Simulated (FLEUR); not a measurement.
A self-consistent single point of Pb (Fm-3m, 1 atom in the cell) with FLEUR.

Computed with PBEsol, all-electron FLAPW (FLEUR), scalar-relativistic valence run with FLEUR.

```xyz
1
Lattice="0.0000 2.5197 2.5197 2.5197 0.0000 2.5197 2.5197 2.5197 0.0000" Properties=species:S:1:pos:R:3 pbc="T T T"
Pb     0.0000     0.0000     0.0000
```

Reference input (self-consistent single point, DFT, PBE, all-electron FLAPW (FLEUR), scalar-relativistic valence): Kmax = 3.8 1/bohr; GmaxXC = 11.4 1/bohr; xcFunctional = pbe; jspins = 1; l_soc = F; mode = hist; fermiSmearingEnergy = 0.00367493 Htr; mesh (inpgen div1-3) = 8 8 8; inpgen gamma flag = true; Gmax = 11.4 1/bohr; numbands = 0; maxIterBroyd = 15. This run's input differs from it in these lines:

```diff
@@ -13,2 +13,3 @@
 &comp jspins=1 /
+&exco xctyp='PBEs' /
 &kpt div1=8 div2=8 div3=8 gamma=t /
@@ -25,3 +26,3 @@
       <coreElectrons ctail="T" frcor="F" kcrel="0" coretail_lmax="0"/>
-      <xcFunctional name="pbe" relativisticCorrections="F"/>
+      <xcFunctional name="PBEs" relativisticCorrections="F"/>
       <magnetism jspins="1"/>
```

The program printed (abridged):

```
 Iteration:     1   Distance:       5.59210231 me/bohr^3
 Iteration:     2   Distance:       5.23531279 me/bohr^3
 Iteration:     3   Distance:       1.15822757 me/bohr^3
 Iteration:     4   Distance:       0.21342623 me/bohr^3
 Iteration:     5   Distance:       0.21442187 me/bohr^3
   [... 3 lines left out ...]
 Iteration:     9   Distance:       0.00039316 me/bohr^3
 Iteration:    10   Distance:       0.00005342 me/bohr^3
 Iteration:    11   Distance:       0.00003469 me/bohr^3
 Iteration:    12   Distance:       0.00000098 me/bohr^3
 Run finished successfully
 Stop message:
   Structural relaxation: Done

[file out, last iteration]
             iter=     13
[...]
          total density-effective poten   -3.7299774276E+04
          total charge density-energy d   -3.8466946644E+02
 Updated energy parameters for spin:           1
[...]
 fermi energy and band-weighting factors:

[...]
FERMIE:
          first approx. to ef    (T=0)  :   0.254135 htr   (energy of the highest occ. eigenvalue)
          number of occ. states  (T=0)  :        199
          first approx. to seigv (T=0)  :  -3.242443 htr
          sum of weights of occ. states :   7.001953
          sum of semicore charge        :   0.000000 e
FERHIS:  Fermi-Energy by histogram:
          bandgap                     :   0.012857 htr
   [... lines left out ...]
          charge neutrality (T=0)     :   0.003906    (zero if the highest occ. eigenvalue is "entirely" occupied)
     EF_NEWTON:  Adjust Fermi-Energy by Newton-Method.
 Direct bandgap for spin            1 :    5.6971556176886012E-002  Htr
   [... lines left out ...]
 ---->    (input%tkb*entropy) TS=              0.0004876730 htr
 ---->    free energy=                    -20923.0598633568 htr
      extrapolation for T->0
 ---->    total electron energy=          -20923.0596195203 htr
 ***** TOTAL FORCES ON ATOMS *****
 TOTAL FORCE FOR ATOM TYPE=  1  X=  0.000   Y=  0.000   Z=  0.000
                       FX_TOT= 0.000000 FY_TOT= 0.000000 FZ_TOT= 0.000000
 Structural relaxation: Done
```

The run converged in 12 iterations. FLEUR gives forces in its relaxation mode, with a further iteration, so its stop message speaks of a relaxation. 

The starting cell comes from a database of computed structures (which also holds hypothetical and non-ambient phases and stackings), without a prior relaxation at this level. Its lattice was rescaled by a random factor within 2.5 % of one. Spin-orbit coupling is off. Values depend on the basis (sphere radii, cutoffs, local orbitals), which need not be converged. The log's line on a gap gives a spacing of levels on this mesh, which the program prints for metals too.
